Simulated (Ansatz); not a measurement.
InAlN₂ (model structure, started from the LiGaO2 type, Pna2₁, No. 33, 16 atoms in the cell), treated with HSE06 in Ansatz (PAW).

Run with plane-wave cutoff 460 eV, 4×4×4 k mesh, Fermi–Dirac smearing 0.01 eV, scalar-relativistic PAW data made under PBE.

Cell (relaxed with PBEsol):

```xyz
16
Lattice="5.7136 0.0000 0.0000 0.0000 6.6348 0.0000 0.0000 0.0000 5.3618" Properties=species:S:1:pos:R:3 pbc="T T T"
In     3.3748     5.8152     5.3781
In     2.3388     0.8197     2.6972
In     5.1956     2.4978     2.6972
In     0.5180     4.1371     5.3781
Al     3.2944     2.4839     0.0277
Al     2.4192     4.1509     2.7086
Al     5.2759     5.8013     2.7086
Al     0.4376     0.8335     0.0277
N      0.3448     0.6896     1.9164
N      5.3687     5.9453     4.5973
N      2.5119     4.0070     4.5973
N      3.2016     2.6279     1.9164
N      2.2653     0.9711     4.8663
N      3.4482     5.6637     2.1854
N      0.5915     4.2886     2.1854
N      5.1221     2.3463     4.8663
```

Problem. Give the computed band gap.

Solution. 
- band gap = 2.79 eV (on the SCF k mesh)

Note: the relaxation could raise the start's symmetry but not lower it, so the cell can be a saddle point; cell and atoms aren't relaxed at this level (pressure -0.9 GPa).

Spin–orbit coupling is not included.

The computed numbers hold no vibrational or temperature effects.

A model structure was made by putting elements into a prototype or built by hand; it is no filed structure, need not be a known phase, and can be a saddle point held by its symmetry.

Ansatz is a first-principles code.
